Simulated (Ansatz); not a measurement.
The starting structures come from a database of crystals and need not be the phases stable at ambient conditions.

 Where the default PAW files enter, the runs use the earlier of Ansatz's two default sets.

**Evanescent states of PbF₂ (Fm-3m, fluorite, not sure to be the ambient phase, 3 atoms a cell, 17.7 Å³ an atom, -2 GPa at this level) along the normal of (111)**

The numbers are results of r2SCAN (plane waves, PAW; Ansatz, a first-principles code), not measurements.

No gap correction and no spin-orbit coupling; mid-gap values are interpolated between computed energies.

Energies count from the valence-band top; κ is the least over a 12×12 mesh across the current.

```json
[
 {"E (eV)": "0.12", "κ (1/Å)": "0.184", "where": "Γ"},
 {"E (eV)": "0.34", "κ (1/Å)": "0.285", "where": "Γ"},
 {"E (eV)": "0.57", "κ (1/Å)": "0.355", "where": "Γ"},
 {"E (eV)": "0.81", "κ (1/Å)": "0.410", "where": "Γ"},
 {"E (eV)": "1.03", "κ (1/Å)": "0.457", "where": "Γ"},
 {"E (eV)": "1.26", "κ (1/Å)": "0.496", "where": "Γ"},
 {"E (eV)": "1.50", "κ (1/Å)": "0.531", "where": "Γ"},
 {"E (eV)": "1.73", "κ (1/Å)": "0.539", "where": "off Γ"},
 {"E (eV)": "1.96", "κ (1/Å)": "0.539", "where": "off Γ"},
 {"E (eV)": "2.19", "κ (1/Å)": "0.536", "where": "off Γ"},
 {"E (eV)": "2.42", "κ (1/Å)": "0.527", "where": "off Γ"},
 {"E (eV)": "2.65", "κ (1/Å)": "0.515", "where": "off Γ"},
 {"E (eV)": "2.88", "κ (1/Å)": "0.501", "where": "off Γ"},
 {"E (eV)": "3.10", "κ (1/Å)": "0.484", "where": "off Γ"},
 {"E (eV)": "3.33", "κ (1/Å)": "0.464", "where": "off Γ"},
 {"E (eV)": "3.56", "κ (1/Å)": "0.440", "where": "off Γ"},
 {"E (eV)": "3.79", "κ (1/Å)": "0.411", "where": "off Γ"},
 {"E (eV)": "4.03", "κ (1/Å)": "0.378", "where": "off Γ"},
 {"E (eV)": "4.25", "κ (1/Å)": "0.337", "where": "off Γ"},
 {"E (eV)": "4.49", "κ (1/Å)": "0.285", "where": "off Γ"},
 {"E (eV)": "4.71", "κ (1/Å)": "0.210", "where": "off Γ"},
 {"E (eV)": "4.95", "κ (1/Å)": "0.049", "where": "off Γ"}
]
```

Q: How thick must the barrier be to attenuate the transmission by 10^8 when the electrodes' Fermi level lies at 2.19 eV, and what attenuation does that film give at 2.42 eV?

A: d = 8 ln 10 / (2 × 0.536) = 17.2 Å. At 2.42 eV it gives 8 × 0.527/0.536 = 7.9 decades.
